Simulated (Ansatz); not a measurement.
The starting structures come from a database of crystals and need not be the phases stable at ambient conditions.

 Where the default PAW files enter, the runs use the earlier of Ansatz's two default sets.

By PBEsol, the system below comes out a metal.

A figure of merit of an interconnect metal is its ballistic conductance per area.

Given:

```xyz
9
Lattice="7.5521 0.0000 0.0000 -1.3458 7.4312 0.0000 1.6202 1.9399 2.4181" Properties=species:S:1:pos:R:3 pbc="T T T"
Ge     1.6202     4.9541     0.0000
Ge     4.5861     2.4771     0.0000
Ge     0.8101     0.9700     1.2091
Pd     3.1450     0.2064     0.2572
Pd     4.2287     5.0633     0.6946
Pd    -0.3574     3.1315     0.2572
Pd    -0.5551     5.9672     0.6447
Pd     5.9706     0.5172     0.6447
Pd     2.4109     2.8867     1.1288
```

Space group of this cell: P-62m. The cell is taken as given; by PBEsol its mean pressure is -4.0 GPa.

The current flows along the normal of the first two printed cell vectors, the (111) plane of the conventional cell. No spin-orbit coupling; the value is a mean over 0.1 eV about the Fermi level.

Q: State the ballistic conductance per area according to PBEsol (Ansatz, a program for electronic structure).

A: 0.45 × 10¹⁵ S/m² for both spins.
